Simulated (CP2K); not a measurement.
Band structure of Y2Ge3 (P-6m2, 5 atoms in the cell).

```
Y2Ge3
1.0
    4.39243     0.00000     0.00000
   -2.19622     3.80396     0.00000
    0.00000     0.00000     7.10729
Y Ge
2 3
Direct
  0.00000   0.00000   0.72993
  0.00000   0.00000   0.27007
  0.33333   0.66667   0.00000
  0.66667   0.33333   0.50000
  0.66667   0.33333   0.00000
```

Computed with PBEsol, GPW, DZVP-MOLOPT-SR-GTH basis, GTH-PBE potentials (GTH_POTENTIALS) run with CP2K.

Settings: CUTOFF = 500 Ry; REL_CUTOFF = 60 Ry; SMEAR/METHOD = FERMI_DIRAC; ELECTRONIC_TEMPERATURE = 1160.45 K; KPOINTS/SCHEME = MONKHORST-PACK 7 7 4; GAMMA_CENTERED = T; XC_FUNCTIONAL = PBE:PBESOL; Y/BASIS_SET = DZVP-MOLOPT-SR-GTH-q11; Y/POTENTIAL = GTH-PBE-q11; Ge/BASIS_SET = DZVP-MOLOPT-SR-GTH-q4; Ge/POTENTIAL = GTH-PBE-q4; METHOD = GPW; EPS_DEFAULT = 1e-10; EXTRAPOLATION = USE_GUESS.

The starting cell comes from a database of computed structures (which also holds hypothetical and non-ambient phases and stackings), without a prior relaxation at this level. Values carry the incompleteness of an atom-centred basis. The potentials were made for another functional than the one used.

Levels in eV from the Fermi level, bands 14 to 19:
```
point     14     15     16     17     18    19
-----  -----  -----  -----  -----  -----  ----
Γ      -2.69  -0.58  -0.58  -0.12   0.76  0.76
M      -2.40  -1.82  -1.59  -0.45   1.39  1.76
K      -1.97  -1.57  -0.99   1.07   1.40  1.50
A      -2.58  -1.76  -0.48  -0.48   0.06  0.06
L      -1.99  -1.73  -0.52  -0.44  -0.41  2.23
H      -1.55  -1.55  -1.34  -0.92   1.09  2.26
```

Bands cross the Fermi level along this path, so the cell is metallic at this level.

Higher empty bands are left out: an atom-centred basis made for the valence describes them poorly.
